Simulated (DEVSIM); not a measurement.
Schottky contact on p-type Si

System: Schottky contact on p-type Si, at 300 K.

| layer (left to right) | material | thickness (μm) | Na (cm⁻³) | τn (s) | τp (s) |
|---|---|---|---|---|---|
| 1 | Si | 6.10 | 9e15 | 4.4e-7 | 4.4e-7 |
| 2 | Si | 0.940 | 9.1e17 | 4.4e-7 | 4.4e-7 |

Left contact: Schottky, work function 4.564 eV, emission velocity 9.2e6 cm/s. Right contact: ohmic. Voltage is applied to the left contact. Recombination: SRH at mid-gap, radiative. Mobility is constant in doping.

The device is made up for the run: typed textbook-type constants, with dimensions and the other settings drawn at random. Values at 300 K.

```csv
parameter,Si
gap (eV),1.124
affinity (eV),4.05
permittivity,11.7
Nc (cm⁻³),2.86e19
Nv (cm⁻³),3.1e19
μn (cm²/Vs),1417
μp (cm²/Vs),470
B (cm³/s),4.7e-15
```

Simulated with DEVSIM: 1D drift-diffusion, Boltzmann statistics, complete ionisation; no tunnelling, impact ionisation, image-force lowering or self-heating. Metal contacts follow the ideal Schottky-Mott rule: no Fermi-level pinning, no interface dipoles.

The potential step across the device at zero bias comes out as 0.519 V, the dark forward voltage at 1 A/cm² is 0.172 V and the dark forward voltage at 100 A/cm² is 0.388 V.

Dark reverse current:

| V (V) | J (A/cm²) |
|---|---|
| 0.20 | 0.0017 |
| 0.50 | 0.0018 |
| 1.00 | 0.0020 |
| 1.50 | 0.0020 |
| 2.00 | 0.0021 |
| 3.00 | 0.0021 |
| 4.00 | 0.0022 |
| 5.00 | 0.0022 |
| 6.50 | 0.0023 |
| 8.00 | 0.0023 |
| 10.00 | 0.0023 |

Dark forward current:

(V (V), J (A/cm²)): (-0.05, -0.0091); (-0.15, -0.46); (-0.25, -12); (-0.35, -70); (-0.45, -160); (-0.55, -250); (-0.65, -350); (-0.75, -460); (-0.85, -560); (-0.95, -670); (-1.10, -830); (-1.20, -940); (-1.30, -1100); (-1.40, -1200); (-1.50, -1300); (-1.60, -1400); (-1.70, -1500); (-1.80, -1600); (-1.90, -1700); (-2.00, -1800)
